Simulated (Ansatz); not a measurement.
Consider a periodic stack without vacuum, rock-salt TiN (0 0 1) on zinc-blende GaSb (0 0 1) (film strained to the substrate, started from cuts of the bulks and a machine-learned relaxation; slabs Ga5Sb6 and N12Ti12, which can lie off the formulas): substrate slab Ga5Sb6, film N12Ti12, surface cells [[1, 0], [1, 1]] and [[0, -1], [2, 1]], film strained by +3.4 and +3.4 %, outermost planes Sb/Sb and NTi/NTi as cut, which need not be the usual terminations and can put a slab off its formula. Its start:

```
CELL_PARAMETERS angstrom
      4.39298     0.00000    -0.00176
      0.00000     4.39298     0.00139
     -0.01254     0.74205    31.16276
ATOMIC_POSITIONS crystal
  Ga 0.99993 0.96846 0.19096
  Ga 0.49733 0.49220 0.08961
  Ga 0.99942 0.93502 0.38994
  Ga 0.49988 0.45147 0.29070
  Ga 0.50216 0.41895 0.48884
  Sb 0.99863 0.47781 0.14101
  Sb 0.48115 0.00606 0.03909
  Sb 0.00008 0.44343 0.34014
  Sb 0.50007 0.95995 0.24102
  Sb 0.00543 0.40788 0.53660
  Sb 0.50009 0.92731 0.43850
  N  0.16347 0.46664 0.69106
  N  0.66890 0.96972 0.69111
  N  0.65577 0.48229 0.62811
  N  0.17329 0.97319 0.62801
  N  0.16555 0.44625 0.82414
  N  0.66813 0.94538 0.82388
  N  0.66548 0.45720 0.75832
  N  0.16784 0.95626 0.75832
  N  0.15699 0.42769 0.95489
  N  0.68081 0.91546 0.95362
  N  0.66533 0.43097 0.89134
  N  0.17201 0.93529 0.89127
  Ti 0.66506 0.46924 0.69211
  Ti 0.16799 0.96721 0.69202
  Ti 0.16355 0.47787 0.62613
  Ti 0.66861 0.98347 0.62818
  Ti 0.66598 0.44542 0.82393
  Ti 0.16788 0.94605 0.82399
  Ti 0.16580 0.45637 0.75831
  Ti 0.66758 0.95725 0.75828
  Ti 0.66769 0.41494 0.95528
  Ti 0.17619 0.92398 0.95565
  Ti 0.16630 0.43507 0.89059
  Ti 0.66964 0.93245 0.88979
```

The start was prepared with a machine-learned potential, and the result is one local minimum, with the in-plane cell held and forces under 0.04 eV/Å; the film can end far from its bulk form.

These are PBE (plane waves to 420 eV, PAW; Ansatz, a first-principles code) values and carry that method's errors. No spin–orbit coupling; the runs are not spin-polarised. Its k-point mesh 7×7×1, Fermi–Dirac width 0.05 eV.

Q: Predict the relaxed interface.

A: 
| Property | Result |
|---|---|
| interface area | 19.3 Å² |
| period | 31.71 Å |
| heights between the nearest atoms of the two slabs at the two interfaces | 2.89 and 2.89 Å |
| Sb–Ti contacts across the interfaces within 1.22 times the sum of covalent radii | 2, mean 2.90 Å |
